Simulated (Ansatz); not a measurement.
Base system: PbI$_{2}$ in the 2H-MoS2 type structure (space group P6_3/mmc, No. 194; a = 4.398 Å, c = 14.845 Å; a hypothetical phase, not in the database extracts checked).

It is then changed as follows: Cl takes the place of I on all its sites; the structure is relaxed again.

Levels (all Ansatz, an electronic-structure program, PAW, earlier PAW set): PBE-D3(BJ) (420 eV, spin-orbit coupling left out); HSE06 (420 eV, without spin-orbit coupling).

The geometry is relaxed with PBE-D3(BJ).

- PBE-D3(BJ) lowest conduction level above the VBM at special points: M 3.11 eV; K 3.27 eV; L 3.37 eV; Γ 3.43 eV

With HSE06 at the same geometry, the lowest conduction level above the VBM at special points becomes M 3.98 eV; K 4.14 eV; L 4.24 eV; Γ 4.39 eV (PBE-D3(BJ): M 3.11 eV; K 3.27 eV; L 3.37 eV; Γ 3.43 eV).

Single points use the geometry relaxed with PBE-D3(BJ). HSE06 was sampled on its mesh, a few special points and the semilocal edge points, so its gap is an upper bound. The levels and masses belong to the bands next to the band gap. No phonon test of stability was made. As relaxed here, PbCl2 is a hypothetical phase, not in the database extracts checked.
